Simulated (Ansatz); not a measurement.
# WC: energy against strain

WC (WC type, P-6m2, 10.526 Å³/atom at rest, c along z) under an equal strain ε in the (0001) plane with the normal axis free, as in a coherent film. PBE in Ansatz, a plane-wave DFT program (PAW, default set), 420 eV, 23×23×20 Γ-centred mesh, Fermi-Dirac smearing 0.10 eV; ions are relaxed within the symmetry of each cell.

Here s stands for strain and y for E less E0.

| strain (%) | E less E0 (meV/atom) |
|---|---|
| -1.50 | 13.09 |
| -1.00 | 5.70 |
| -0.50 | 1.37 |
| 0.00 | 0.00 |
| 0.50 | 1.47 |
| 1.00 | 5.67 |
| 1.50 | 12.50 |
| 3.00 | ? |

Using a parabola, estimate the missing y at s = 3.00 from the other rows, showing the fit.

Least squares gives y = -0.001 - 0.1236·s + 5.6871·s². Residuals (row less fit): 0.110, -0.110, -0.113, 0.001, 0.111, 0.107, -0.110; standard error 0.135 (degrees of freedom: 4). Twice the quadratic coefficient over the volume, 2 × 5.6871 meV × 10⁴ × 0.1602 / 10.526 Å³, is twice the biaxial elastic modulus of this plane = 1731 ± 18 GPa. At the withheld row, y = -0.001 - 0.1236 × 3.0 + 5.6871 × 3.0² = 50.812 meV/atom. The calculation gives 47.79 meV/atom, 3.022 meV/atom below the prediction (6.3 % of the range of y in the table). The row lies outside the fitted rows, so this is an extrapolation. From the scatter of the fitted rows alone, a prediction at this place has a standard error of 0.515 meV/atom, so the miss is 5.9 times that.

One order more, fitted to all 13 runs of the series, follows each within 0.02, so the miss is the next term of a smooth law. In a metal these values are sensitive to mesh and smearing; energies are taken to zero smearing, stresses follow the free energy. Rows are the converged runs of the series near zero and its far end; series whose fitted rows scatter by over a few per cent of the range, as at a crossing or softening among them, aren't shown in this form. Most that stay on the fit to the last digits aren't either.
